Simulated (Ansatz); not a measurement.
Amorphous Al$_{28}$O$_{45}$Mo, 74 atoms at 3.18 g/cm³, one PBE-relaxed geometry, zone centre. Methods: PBE, scalar-relativistic without spin-orbit coupling (Ansatz, a quantum-chemistry and plane-wave program); r2SCAN, scalar-relativistic without spin-orbit coupling (Ansatz); HSE06, scalar-relativistic without spin-orbit coupling (Ansatz). Plane waves to 420 eV (r2SCAN 500 eV); exact exchange is cut at the cell's faces. At PBE the levels at both edges of the gap are localised (band-tail or defect states), and the nearest spread-out levels lie 4.2 eV apart at the zone centre. All rungs ran without spin polarisation.

Preparation: random packing, a CHGNet melt and quench, and a DFT relaxation. O atoms were pushed apart under 1.9 Å during the dynamics, to hinder bonds among them. The hot cell started wider than the set density and was brought back towards it in steps. It is the lowest in DFT energy of 2 quenches. It is a model cell: composition and starting density were chosen by hand, and all elements were melted together. No dispersion term was used. Its density started from a set value of 3.18 and ended at 3.18 g/cm³. The simulated quench (nominally 340 K/ps over its main leg) is rapid and tends to freeze in more defects than a deposited or slowly cooled glass has. One small periodic cell is one sample of the glass; other quenches scatter about these values. The volume was held where the preparation left it and the shape relaxed, at a PBE pressure of -1.0 GPa (tension). Stress components on the final sampling reach 1.1 GPa.

The relaxation ran on the zone centre alone. At PBE the gap between localised states is 1.51 eV on a 2×2×2 Γ-centred mesh, and the spacing at the zone centre alone 1.53 eV.

Task: What zone-centre spacing does r2SCAN give, roughly?

Result: 1.79 eV (+0.26 eV against PBE).

Task: What zone-centre spacing does HSE06 give, roughly?

Result: 2.90 eV (+1.37 eV against PBE).

The highest filled and the lowest empty state spread over these numbers of atoms (participation numbers): PBE: 3.6 and 2.8; r2SCAN: 3.6 and 2.6; HSE06: 3.6 and 2.6.
